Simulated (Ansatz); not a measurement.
Consider EuO in the rock salt structure (space group Fm-3m, No. 225; a = 4.9652 Å; ferromagnetic; relaxed with 0.1 eV smearing). Axes: x, y, z lie along the cube axes.

Method: PBEsol, PAW, 420 eV (Ansatz, a program for electronic structure; scalar-relativistic without spin-orbit coupling).

Strains are applied to the cell and any free atomic positions relax; under biaxial strain the out-of-plane vector relaxes too.

One change was made to it. Results:

| quantity | base | after |
|---|---|---|
| energy relative to the base (free energy F) | 0 meV/atom | +1.7 meV/atom |
| largest site moment | 6.50 μB | 6.50 μB |

Task: Which change produced these results?
A) isotropic strain +3.94 %
B) strain tensor (xx, yy, zz, yz, xz, xy) = (−0.13, +0.70, +0.47, −0.16, +1.37, −0.25) %
C) biaxial strain −4.00 %, plane normal [001], relaxed out of plane
D) biaxial strain +0.83 %, plane normal [001], relaxed out of plane
E) biaxial strain +1.85 %, plane normal [001], relaxed out of plane

Result: D, biaxial strain +0.83 %, plane normal [001], relaxed out of plane. For comparison, the energy relative to the base in the other runs: biaxial strain +1.85 %, plane normal [001], relaxed out of plane gives +8.2 meV/atom; isotropic strain +3.94 % gives +65 meV/atom; strain tensor (xx, yy, zz, yz, xz, xy) = (−0.13, +0.70, +0.47, −0.16, +1.37, −0.25) % gives +3.1 meV/atom; biaxial strain −4.00 %, plane normal [001], relaxed out of plane gives +49 meV/atom.

The magnetic state is the one reached from the starting moments; the real material's order can differ, and small cells can't hold many antiferromagnetic ones. The state of the 4f shell was not checked for lower solutions. No phonon test of stability was made. No Hubbard U is applied, and correlation can decide whether such a compound is a metal.
